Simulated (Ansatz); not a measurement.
We consider MoS2 (P6₃/mmc, No. 194, 6 atoms in the cell; start mp-1018809), described by PBEsol (Ansatz, an electronic-structure program, PAW).

Settings: plane-wave cutoff 500 eV, 18×18×4 k mesh (along the axes of the cell as run), gaussian smearing 0.02 eV, no spin polarisation, scalar-relativistic PAW data made under PBE.

Cell (relaxed at this level):

```cif
data_Mo2S4
_chemical_formula_sum 'Mo2 S4'
_space_group_name_H-M_alt 'P 1'
_space_group_IT_number 1
_cell_length_a 3.14271
_cell_length_b 3.14271
_cell_length_c 13.04141
_cell_angle_alpha 90.000
_cell_angle_beta 90.000
_cell_angle_gamma 120.000
loop_
_space_group_symop_operation_xyz
  'x, y, z'
loop_
_atom_site_label
_atom_site_type_symbol
_atom_site_fract_x
_atom_site_fract_y
_atom_site_fract_z
_atom_site_occupancy
Mo1 Mo 0.00000 0.00000 0.25000 1
Mo2 Mo 0.00000 0.00000 0.75000 1
S1 S 0.33333 0.66667 0.36946 1
S2 S 0.66667 0.33333 0.63054 1
S3 S 0.66667 0.33333 0.86946 1
S4 S 0.33333 0.66667 0.13054 1
```

### Question
What does this level give for the band gap?

### Answer

- band gap: 1.19 eV (on the SCF k mesh)

Note: the relaxation could not lower the start's symmetry, so the cell can be a saddle point above a distorted one; the cell has widely spaced layers and the level no dispersion term, so their spacing and the moduli can rest on weak binding.

Spin–orbit coupling is not included.

The computed numbers hold no vibrational or temperature effects.

A start named mp-… is a Materials Project structure, which need not be a measured phase.
